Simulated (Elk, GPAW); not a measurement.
An Elk input for a self-consistent single point of LiBr (Fm-3m, 2 atoms in the cell) (DFT, LDA (PW92), all-electron FP-LAPW, Elk's shipped species files, default APW+lo basis):

```
tasks
  0

swidth
  0.000367493

maxscl
  100

scale
  7.276324537

avec
    0.0000000000    0.7071067812    0.7071067812
    0.7071067812    0.0000000000    0.7071067812
    0.7071067812    0.7071067812    0.0000000000

sppath
  'species/'

atoms
  2
  'Li.in'
  1
  0.0000000000  0.0000000000  0.0000000000    0.0 0.0 0.0
  'Br.in'
  1
  0.5000000000  0.5000000000  0.5000000000    0.0 0.0 0.0

ngridk
  10 10 10
```

Question: Give the GPAW input for the same structure, mesh, smearing and functional.

Answer: One input that does it (others would too):

```python
from ase import Atoms
from ase.units import GPa
from gpaw import GPAW, PW, FermiDirac

atoms = Atoms(['Li', 'Br'],
              cell=[[0.000000, 2.722690, 2.722690],
                    [2.722690, 0.000000, 2.722690],
                    [2.722690, 2.722690, 0.000000]],
              scaled_positions=[[0.000000, 0.000000, 0.000000],
                                [0.500000, 0.500000, 0.500000]],
              pbc=True)

calc = GPAW(mode=PW(550),
            xc='LDA',
            kpts={'size': (10, 10, 10), 'gamma': True},
            occupations=FermiDirac(0.01),
            nbands=-8,
            convergence={'density': 1e-05, 'bands': -6},
            symmetry={'symmorphic': False, 'tolerance': 0.0005},
            maxiter=100,
            txt='-')

atoms.calc = calc

energy = atoms.get_potential_energy()
print('Energy (eV):', round(energy, 6))
forces = atoms.get_forces()
print('Forces (eV/Ang):')
print(forces.round(5))
stress = atoms.get_stress()
print('Stress (GPa, Voigt):', (stress / GPa).round(4))
```

Basis settings and potentials, where a program has them, do not carry over. This input uses DFT LDA (Perdew-Wang 92), plane waves, GPAW PAW datasets LDA (gpaw-data 1.0.1). LDA parametrisations can differ slightly between programs. Both were run: gap on the mesh 4.788 eV in Elk and 4.777 in GPAW.

On GPAW: the starting cell comes from a database of computed structures (which also holds hypothetical and non-ambient phases and stackings), without a prior relaxation at this level.

On Elk: the starting cell comes from a database of computed structures (which also holds hypothetical and non-ambient phases and stackings), without a prior relaxation at this level. Values depend on the basis (sphere radii, cutoffs, local orbitals), which need not be converged.
